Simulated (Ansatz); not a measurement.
System: CsCl-type RuAl. Method: PBE (PAW; Ansatz, an electronic-structure program).

Numerical settings: plane-wave cutoff 520 eV, 16×16×16 k mesh, Fermi–Dirac smearing 0.1 eV, perturbation theory, force constants from a 4×4×4 q mesh, no spin polarisation, scalar-relativistic PAW data made under PBE.

Task: What does this level give for the TO(Γ) frequency and zero-point energy?

Result: 
TO(Γ) frequency: 307 cm⁻¹
zero-point energy: 0.042 eV/atom
